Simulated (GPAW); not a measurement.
GPAW run on Sr3P2 (Pm-3m, 5 atoms in the cell): self-consistent single point.

Computed with PBEsol, GPAW PAW datasets PBEsol (made by gpaw-setup) (plane waves; GPAW).

The change in words: lattice scaled by 0.98. Reference geometry:
```
CELL_PARAMETERS angstrom
      5.67000     0.00000     0.00000
      0.00000     5.67000     0.00000
      0.00000     0.00000     5.67000
ATOMIC_POSITIONS crystal
  Sr 0.00000 0.50000 0.50000
  Sr 0.50000 0.00000 0.50000
  Sr 0.50000 0.50000 0.00000
  P  0.00000 0.00000 0.00000
  P  0.50000 0.50000 0.50000
```

Reference input (self-consistent single point, DFT PBEsol, plane waves, GPAW PAW datasets PBEsol (made by gpaw-setup)): mode = pw; ecut = 550 eV; xc = PBEsol; kpts = 6 6 6; mesh shift (steps) = 0 0 0; occupations.name = fermi-dirac; occupations.width = 0.136 eV; nbands = -6; convergence.forces = 0.001 eV/Å; convergence.bands = -4; symmetry.symmorphic = false; symmetry.tolerance = 0.0005. This run's input differs from it in these lines:

```diff
@@ -5,10 +5,10 @@
 atoms = Atoms(['Sr', 'Sr', 'Sr', 'P', 'P'],
-              cell=[[5.670000, 0.000000, 0.000000],
-                    [0.000000, 5.670000, 0.000000],
-                    [0.000000, 0.000000, 5.670000]],
-              positions=[[0.000000, 2.835000, 2.835000],
-                         [2.835000, 0.000000, 2.835000],
-                         [2.835000, 2.835000, 0.000000],
+              cell=[[5.556600, 0.000000, 0.000000],
+                    [0.000000, 5.556600, 0.000000],
+                    [0.000000, 0.000000, 5.556600]],
+              positions=[[0.000000, 2.778300, 2.778300],
+                         [2.778300, 0.000000, 2.778300],
+                         [2.778300, 2.778300, 0.000000],
                          [0.000000, 0.000000, 0.000000],
-                         [2.835000, 2.835000, 2.835000]],
+                         [2.778300, 2.778300, 2.778300]],
               pbc=True)
```

Output (repeated stretches shortened):

```
     iter     time        total  log10-change:
                         energy   eigst   dens  force
iter:   1 --:--:--   -21.871668   +0.32
iter:   2 --:--:--   -21.550627   -0.46  -0.97
iter:   3 --:--:--   -20.421533   -0.75  -1.03
iter:   4 --:--:--   -20.313685   -1.12  -1.28
iter:   5 --:--:--   -20.276180   -1.66  -1.47
iter:   6 --:--:--   -20.349765   -1.88  -1.67
iter:   7 --:--:--   -20.278877   -1.76  -1.92
iter:   8 --:--:--   -20.272446   -2.15  -2.30
iter:   9 --:--:--   -20.276306c  -2.42  -2.66
iter:  10 --:--:--   -20.272517c  -2.44  -2.49
iter:  11 --:--:--   -20.272378c  -1.73  -3.11
   [... lines left out ...]
iter:  17 --:--:--   -20.272267c  -2.27  -3.91
iter:  18 --:--:--   -20.272267c  -2.74  -4.33c
iter:  19 --:--:--   -20.272268c  -2.96  -4.47c
iter:  20 --:--:--   -20.272270c  -3.58  -4.53c
iter:  21 --:--:--   -20.272270c  -4.37  -4.65c
iter:  22 --:--:--   -20.272269c  -4.68  -4.68c
iter:  23 --:--:--   -20.272270c  -5.20  -4.73c
iter:  24 --:--:--   -20.272271c  -5.74  -4.73c
iter:  25 --:--:--   -20.272271c  -6.17  -5.03c
iter:  26 --:--:--   -20.272270c  -6.59  -5.11c
iter:  27 --:--:--   -20.272271c  -7.00  -5.19c
iter:  28 --:--:--   -20.272270c  -7.54c -5.21c
iter:  29 --:--:--   -20.272271c  -7.91c -5.37c -23.76c
Converged after 29 iterations.

Dipole moment: (-0.000000, -0.000000, -0.000000) |e|*Ang

Energy contributions relative to reference atoms: (reference = -277907.540421)

Kinetic:        +23.139711
Potential:      -14.930949
External:        +0.000000
XC:             -27.619124
Entropy (-ST):   -0.011011
Local:           -0.856403
SIC:             +0.000000
--------------------------
Free energy:    -20.277776
Extrapolated:   -20.272271

Showing only first 2 kpts
 Kpt  Band  Eigenvalues  Occupancy
  0    18      4.08219    1.72993
  0    19      4.08219    1.72993
  0    20      4.19115    1.48383
  0    21      4.97505    0.01788

  1    18      3.81891    1.95594
  1    19      3.81891    1.95594
  1    20      4.79769    0.06435
  1    21      5.15719    0.00472

Fermi level: 4.33476

No gap
   [... lines left out ...]
Energy (eV): -20.272271

Forces in eV/Ang:
  0 Sr   -0.00000    0.00000    0.00000
  1 Sr    0.00000   -0.00000    0.00000
  2 Sr    0.00000    0.00000   -0.00000
  3 P     0.00000    0.00000    0.00000
  4 P    -0.00000    0.00000   -0.00000

Stress tensor:
    -0.005683     0.000000     0.000000
     0.000000    -0.005683     0.000000
     0.000000     0.000000    -0.005683
Stress (GPa, Voigt): [-0.9104 -0.9104 -0.9104  0.      0.      0.    ]
```

The run converged in 29 iterations. GPAW prints stress with tension positive. Against the reference run the free energy drops by 1.5 meV/atom and the pressure goes from -1.13 to 0.91 GPa.

The starting cell comes from a database of computed structures (which also holds hypothetical and non-ambient phases and stackings), without a prior relaxation at this level. For this run, on top of that: lattice scaled by 0.98. The run gives no clean gap (levels at the Fermi energy touch, overlap or are partly filled at this smearing), which alone does not show that the compound is a metal.

Cost on one core of a shared machine: roughly 80 s.
